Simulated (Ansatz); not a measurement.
BN (P4_2/mnm), r2SCAN, rigid bands (Ansatz, a program for electronic structure). Condition of this run: functional r2SCAN on the same cell. Band gap 5.31 eV, N_c = 1.35e19 cm⁻³ and N_v = 7.31e19 cm⁻³ at 300 K, conductivity masses along x (a = (4.40, 0.00, 0.00) Å; b = (0.00, 4.40, 0.00) Å; c = (0.00, 0.00, 2.54) Å) of 0.399 mₑ (electrons) and 0.606 mₑ (holes). Take k_BT = 0.02585 eV.

Task: A film of it is 5 nm thick, with its normal along the direction named. Estimate the confinement energies in an infinite well.

Result: ħ²π²/(2m t²) = 0.376 eV·nm²/(m/mₑ × t²) gives 37.7 meV for electrons and 24.8 meV for holes, so the gap would widen to about 5.37 eV. Finite barriers and nonparabolic bands lower this, and with several valleys or bands the heaviest mass along the normal sets the lowest level, not this average.

Task: What thermal injection velocity √(2k_BT/πm) limits a ballistic channel along the direction named?

Result: 8.52e6 cm/s for electrons and 6.91e6 cm/s for holes, a ratio of √(m_h/m_e) = 1.23, for dilute carriers.

Task: Find the intrinsic carrier density and the intrinsic Fermi level.

Result: n_i = √(N_c N_v) exp(−E_g/2k_BT) = 3.14e19 × exp(−102.70) = 7.9e-26 cm⁻³. The level lies (k_BT/2) ln(N_v/N_c) = 22 meV from mid-gap (positive towards the conduction band). Each 0.1 eV added to the gap lowers n_i by a factor of 6.9.

Rigid bands with the computed gap; masses take one relaxation time for all states. Spin-orbit coupling is left out. Geometry: cell and atoms relaxed with PBEsol.

Computed structure with no diffraction record at hand here (it may be known, metastable or hypothetical): BN (P4_2/mnm).
